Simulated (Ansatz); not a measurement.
The reference is CsSnI$_{3}$ in the cubic perovskite structure (space group Pm-3m, No. 221; a = 6.271 Å).

Structures relaxed with PBE/PAW in Ansatz (a quantum-chemistry and plane-wave program), scalar-relativistic without spin-orbit coupling.

Base:

Simulated powder pattern, Mo Kα, λ = 0.71073 Å (kinematic, ideal powder, no thermal factors, no anomalous dispersion; the 10 strongest lines at most, above 2 %, up to 2θ = 40°):

```
2θ (°)  I/Imax (%)    hkl
------  ----------  -----
9.19            18  (110)
11.26           73  (111)
13.01          100  (200)
18.45           80  (220)
21.66           39  (311)
22.64           30  (222)
28.60           18  (331)
29.36           42  (420)
32.23           31  (422)
39.75           20  (600)
```

After one change:

Simulated powder pattern, Mo Kα, λ = 0.71073 Å (kinematic, ideal powder, no thermal factors, no anomalous dispersion; the 10 strongest lines at most, above 2 %, up to 2θ = 40°):

```tsv
2θ (°)	I/Imax (%)
6.80	17
9.62	18
11.78	73
13.61	100
19.30	80
22.67	39
23.69	30
29.94	17
30.74	41
33.76	30
```

Task: Which of these changes matches the shifts?
(A) pressure 0.3 GPa
(B) pressure 0.7 GPa
(C) pressure 3 GPa
(D) pressure −2 GPa

Result: C, pressure 3 GPa. Its volume per atom is 43.11 Å³ against 49.33 Å³, and its space group is Pm-3m (No. 221).

A case with no gap was solved on a k-mesh chosen for an insulator, which is coarse for it. Load acts through the strain it causes; cell and atoms are relaxed under it. No phonon test of stability was made. The final runs are not spin-polarised. Many cubic perovskites are stable only at high temperature; tilts and polar distortions were not tested.
